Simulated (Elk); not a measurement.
Worked example: self-consistent single point of BaSn (Cmcm, 4 atoms in the cell) in Elk

Computed with PBEsol, all-electron FP-LAPW, Elk's shipped species files, APW+lo basis with extra local orbitals in Elk.

This input was run:

```
tasks
  0

xctype
  22

tforce
  .true.

rgkmax
  8.0

gmaxvr
  18.0

lmaxapw
  10

lmaxo
  8

nxlo
  2

lorbcnd
  .true.

lradstp
  2

nrmtscf
  2.0

lmaxi
  4

swidth
  0.00183747

maxscl
  100

avec
    5.0702580246  -12.0241572556    0.0000000000
    5.0702580246   12.0241572556    0.0000000000
    0.0000000000    0.0000000000    8.9103232393

atoms
  2
  'Ba.in'
  2
  0.1355800000  0.8644200000  0.2500000000    0.0 0.0 0.0
  0.8644200000  0.1355800000  0.7500000000    0.0 0.0 0.0
  'Sn.in'
  2
  0.4279400000  0.5720600000  0.2500000000    0.0 0.0 0.0
  0.5720600000  0.4279400000  0.7500000000    0.0 0.0 0.0

ngridk
  5 5 5
```

Log, with long lists cut:

```
│ Elk code version 10.2.4 │

All units are atomic (Hartree, Bohr, etc.)

│ Ground-state run starting from atomic densities │

Lattice vectors :
   5.070258025      -12.02415726       0.000000000
   5.070258025       12.02415726       0.000000000
   0.000000000       0.000000000       8.910323239

Unit cell volume      :    1086.446045
Brillouin zone volume :   0.2283134211

Muffin-tin inner radius fraction :   0.1000000000E-01

Nuclei treated as point charges

Species :    1 (Ba)
 parameters loaded from : Ba.in
 name : barium
 nuclear charge    :   -56.00000000
 electronic charge :    56.00000000
 atomic mass :    250331.8069
 muffin-tin radius :    2.800000000
 number of radial points in muffin-tin :   1399
 atomic positions (lattice), magnetic fields (Cartesian) :
   1 :   0.13558000  0.36442000  0.25000000    0.00000000  0.00000000  0.00000000
   2 :  -0.13558000 -0.36442000 -0.25000000    0.00000000  0.00000000  0.00000000

Species :    2 (Sn)
 parameters loaded from : Sn.in
 name : tin
 nuclear charge    :   -50.00000000
 electronic charge :    50.00000000
 atomic mass :    216395.0920
 muffin-tin radius :    2.600000000
 number of radial points in muffin-tin :   1199
 atomic positions (lattice), magnetic fields (Cartesian) :
   1 :   0.42794000  0.07206000  0.25000000    0.00000000  0.00000000  0.00000000
   2 :  -0.42794000 -0.07206000 -0.25000000    0.00000000  0.00000000  0.00000000

Total number of atoms per unit cell :    4

Spin treatment :
 spin-unpolarised

Number of Bravais lattice symmetries :    8
Number of crystal symmetries         :    8
Crystal has inversion symmetry
Real symmetric eigensolver will be used

k-point grid :      5     5     5
k-point offset :    0.000000000       0.000000000       0.000000000
k-point set is reduced with full crystal symmetry group
Total number of k-points :       27

Muffin-tin radius times maximum |G+k| :    8.000000000
 using average radius
   [... lines left out ...]
Maximum |G| for potential and density :    18.00000000
 potential will be trimmed for |G| > 2 gkmax
Constant for pseudocharge density :   13
Radial integration step length :    2

G-vector grid sizes :     75    75    54
Number of G-vectors :   106979

Maximum angular momentum used for
 APW functions                      :   10
 outer part of muffin-tin           :    8
 inner part of muffin-tin           :    4

Total nuclear charge    :   -212.0000000
Total core charge       :    132.0000000
Total valence charge    :    80.00000000
Total excess charge     :    0.000000000
Total electronic charge :    212.0000000

Effective Wigner radius, rₛ :    1.069533924

Number of empty states         :   16
Total number of valence states :   56
Total number of core states    :  132

Conduction state local-orbitals added automatically
Total number of local-orbitals :  458

Exchange-correlation functional :     22     0     0
 PBEsol, Phys. Rev. Lett. 100, 136406 (2008)
 gradient requirement :    1
 generalised gradient approximation (GGA)

Smearing type :    3
 Fermi-Dirac
Smearing width :   0.1837470000E-02
Effective electronic temperature (K) :    580.2271348

Mixing type :    3
 Broyden mixing, J. Phys. A: Math. Gen. 17, L317 (1984)

Kohn-Sham potential initialised from atomic data
│ Self-consistent loop started │
│ Loop number : 1 │
 total energy                :     -28642.5422606
│ Loop number : 2 │
 total energy                :     -28642.4132635
RMS change in Kohn-Sham potential (target) :   0.5441061190E-01 (  0.1000000000E-05)
Absolute change in total energy (target)   :   0.1289970196     (  0.1000000000E-03)
│ Loop number : 3 │
 total energy                :     -28641.9950388
RMS change in Kohn-Sham potential (target) :   0.5292959281E-01 (  0.1000000000E-05)
Absolute change in total energy (target)   :   0.4504740507     (  0.1000000000E-03)
│ Loop number : 4 │
 total energy                :     -28639.7394255
RMS change in Kohn-Sham potential (target) :   0.4578180858E-01 (  0.1000000000E-05)
Absolute change in total energy (target)   :    2.368231808     (  0.1000000000E-03)
│ Loop number : 5 │
 total energy                :     -28631.6124531
RMS change in Kohn-Sham potential (target) :   0.2017111174E-01 (  0.1000000000E-05)
Absolute change in total energy (target)   :    8.719030266     (  0.1000000000E-03)
   [... lines left out ...]
Absolute change in total energy (target)   :   0.5524663033E-02 (  0.1000000000E-03)
│ Loop number : 13 │
 total energy                :     -28625.1987600
RMS change in Kohn-Sham potential (target) :   0.6894869742E-06 (  0.1000000000E-05)
Absolute change in total energy (target)   :   0.1900012932E-02 (  0.1000000000E-03)
│ Loop number : 14 │
 total energy                :     -28625.1986724
RMS change in Kohn-Sham potential (target) :   0.9727563662E-07 (  0.1000000000E-05)
Absolute change in total energy (target)   :   0.5625985505E-03 (  0.1000000000E-03)
│ Loop number : 15 │
 total energy                :     -28625.1986604
RMS change in Kohn-Sham potential (target) :   0.5569741784E-07 (  0.1000000000E-05)
Absolute change in total energy (target)   :   0.1526273591E-03 (  0.1000000000E-03)
│ Loop number : 16 │
 total energy                :     -28625.1986626
RMS change in Kohn-Sham potential (target) :   0.2178522286E-07 (  0.1000000000E-05)
Absolute change in total energy (target)   :   0.3594153168E-04 (  0.1000000000E-03)
Convergence targets achieved

│ Loop number : 17 │

Energies :
 Fermi                       :     0.217895164470
 sum of eigenvalues          :     -17479.1312449
 electron kinetic            :      30371.2239860
 core electron kinetic       :      29366.2364754
 Coulomb                     :     -58280.9482606
 Coulomb potential           :     -46909.5090756
 nuclear-nuclear             :     -2101.44319956
 electron-nuclear            :     -65449.5010464
 Hartree                     :      9269.99598540
 Madelung                    :     -34826.1937228
 xc potential                :     -940.846155240
 exchange                    :     -702.514641740
 correlation                 :     -12.9592922781
 electron entropic           :    -0.455672125966E-03
 total energy                :     -28625.1986643

Density of states at Fermi energy :    40.45843704
 (states/Hartree/unit cell)

Estimated indirect band gap :   0.2245848310E-02
 from k-point     25 to k-point     16
Estimated direct band gap   :   0.1597812569E-01
 at k-point      8

Charges :
 core                        :    132.0000000
 valence                     :    80.00000000
 interstitial                :    8.316714887
 muffin-tins (core leakage)
  species :    1 (Ba)
   atom    1                 :    53.67031847     (  0.5351253989E-05)
   atom    2                 :    53.67031847     (  0.5351253989E-05)
  species :    2 (Sn)
   atom    1                 :    48.17132409     (  0.6715207397E-04)
   atom    2                 :    48.17132409     (  0.6715207397E-04)
 total in muffin-tins        :    203.6832851
 total calculated charge     :    211.9997675
 total charge                :    212.0000000
 error                       :   0.2325423589E-03

│ Self-consistent loop stopped │

Forces :
 species :    1 (Ba)
  atom :    1
   Hellmann-Feynman          :    -0.00000000   -0.17091404    0.00000000
   IBS                       :     0.00000000    0.17271131   -0.00000000
   total force               :    -0.00000000    0.00179727    0.00000000
   total magnitude           :     0.00179727
  atom :    2
   Hellmann-Feynman          :     0.00000000    0.17091404    0.00000000
   IBS                       :    -0.00000000   -0.17271131    0.00000000
   total force               :     0.00000000   -0.00179727    0.00000000
   total magnitude           :     0.00179727
 species :    2 (Sn)
  atom :    1
   Hellmann-Feynman          :     0.00000000    0.23699257    0.00000000
   IBS                       :    -0.00000000   -0.23844816   -0.00000000
   total force               :     0.00000000   -0.00145559    0.00000000
   total magnitude           :     0.00145559
  atom :    2
   Hellmann-Feynman          :    -0.00000000   -0.23699257   -0.00000000
   IBS                       :     0.00000000    0.23844816    0.00000000
   total force               :    -0.00000000    0.00145559    0.00000000
   total magnitude           :     0.00145559
```

The run converged in 17 iterations. The count includes the last loop, which Elk runs after its targets are met.

The starting cell comes from a database of computed structures (which also holds hypothetical and non-ambient phases and stackings), without a prior relaxation at this level. Values depend on the basis (sphere radii, cutoffs, local orbitals), which need not be converged. The log's line on a gap gives a spacing of levels on this mesh, which the program prints for metals too.

Cost on one core of a shared machine: roughly 2 min.
